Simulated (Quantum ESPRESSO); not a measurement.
## σxx against uniaxial strain in rock-salt ZrC (space group 225): C11 (Quantum ESPRESSO, LDA)

```yaml
crystal:
  lattice:
    - [0.00000, 2.32113, 2.32113]
    - [2.28632, 0.00000, 2.32113]
    - [2.28632, 2.32113, 0.00000]
  atoms:
    - { symbol: Zr, position: [0.00000, 0.00000, 0.00000] }
    - { symbol: C, position: [0.50000, 0.50000, 0.50000] }
```

Method of the run: LDA (PZ), GBRV 1.5 ultrasoft (LDA) pseudopotentials (plane waves; Quantum ESPRESSO). Settings: ecutwfc = 52 Ry; ecutrho = 416 Ry; occupations = smearing; smearing = fermi-dirac; degauss = 0.0036749 Ry; potentials = {Zr: zr_lda_v1.uspp.F.UPF, C: c_lda_v1.2.uspp.F.UPF}; K_POINTS = automatic 24 24 24 0 0 0; conv_thr = 1e-10 Ry. The cell above is the first row's. The rows stretch one cube axis (x) by the strain ε and hold the other two. Stress is positive in tension. In all rows fractional positions and the k mesh are held.

```csv
ε (%),σxx (GPa)
-1.5,?
-1.0,-5.43
-0.5,-2.62
0.0,0.05
0.5,2.58
1.0,4.98
1.5,7.25
2.0,9.40
```

Fit σxx of the 7 rows that show it with a parabola. Least squares gives σxx = 0.044 + 5.2048·ε - 0.2648·ε². Residuals (row less fit): -0.004, 0.005, 0.006, 0.000, -0.004, -0.005, 0.006; standard error 0.006 (degrees of freedom: 4). The slope at ε = 0, 5.2048 GPa per cent, gives C11 ≈ 100 × 5.2048 = 520 GPa, for the static lattice.

Predict the withheld σxx at ε = -1.5 from the fit, and compare with the calculation.

σxx = 0.044 + 5.2048 × (-1.5) - 0.2648 × (-1.5)² = -8.359 GPa. The calculation gives -8.39 GPa, 0.031 GPa below the prediction (0.2 % of the range of σxx in the table). The row lies outside the fitted rows, so this is an extrapolation. From the scatter of the fitted rows alone, a prediction at this place has a standard error of 0.011 GPa, so the miss is 2.7 times that.

Carrying the step between the two nearest rows on in a straight line would have given -8.24, off by 0.15; series whose last step already gives the withheld value aren't shown. The reference cell has the volume at which an earlier scan in this program and functional put its minimum by a fit. The runs keep the symmetry of the cell, so they don't test it for distortions. The unstrained cell stands at a pressure of -0.05 GPa, and the constants belong to that pressure. By symmetry this strain leaves no force on the atoms; the largest in the rows is 0.000 eV/Å. Without a gap such slopes are sensitive to mesh and smearing. Cutoffs and mesh are single choices, not tested for convergence of this quantity. Series with a scatter that would blur these digits, or in which a gap closes, are not shown. Strain series were run only where this level's volume lies within 10 % of a first guess from the measured size.
